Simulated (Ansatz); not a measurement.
The starting structures come from a database of crystals and need not be the phases stable at ambient conditions.

Inside the gap of an insulator the Bloch states are evanescent, with a wavenumber k + iκ along the transport direction.

Data:

```xyz
12
Lattice="6.9017 0.0000 0.0000 2.4711 7.4529 0.0000 2.2817 -0.7565 3.1574" Properties=species:S:1:pos:R:3 pbc="T T T"
K      5.2106     2.5094     3.0522
K      6.4440     4.1869     0.1052
K      5.1919     0.4660     0.0823
K      6.4627     6.2304     3.0751
H      8.1351     1.6358     1.4332
H      3.5194     5.0606     1.7242
H      2.9112     1.1261     2.5924
H      8.7433     5.5703     0.5650
O      7.1763     1.8119     1.3775
O      4.4782     4.8845     1.7799
O      3.1465     1.1899     1.6469
O      8.5080     5.5065     1.5105
```

Space group of this cell: P2_1/c. The cell is taken as given.

Transport runs along the normal of the first two printed cell vectors.

The gap is the functional's own, uncorrected, and κ follows it; spin-orbit coupling is left out. Mid-gap values are interpolated between the computed energies.

Predict the band gap and the smallest decay constant κ at mid-gap from Ansatz (an electronic-structure program) with PBEsol.

Gap 3.85 eV on a 10×4×10 mesh; κ = 0.392 1/Å, at the zone centre.
